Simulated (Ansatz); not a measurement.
Faces of rock-salt TaC in 1x1 cells, as slabs relaxed from ideal cuts; for each face the lowest of the symmetric, stoichiometric cuts and spin starts that were computed. The slabs keep the symmetry of their cuts; real faces may buckle, or reconstruct in larger cells. No spin-orbit coupling, no Hubbard U.

Computed with PBE (plane waves to 420 eV, PAW; Ansatz, a first-principles code).

```tsv
face	cell area (Å²)	outermost plane spacing of the ideal cut (Å)	γ unrelaxed (J/m²)	γ relaxed (J/m²)	work function, top face (eV)
(100)	10.02	2.24	1.94	1.48	(withheld)
(110)	14.16	1.58	3.68	3.24	(withheld)
(210)	22.40	1.00	3.09	(withheld)	(withheld)
```

Problem. Fill in the missing entries.

Solution. 
- (100), work function, top face (eV): 3.66
- (110), work function, top face (eV): 4.13
- (210), γ relaxed (J/m²): 2.39
- (210), work function, top face (eV): 3.85
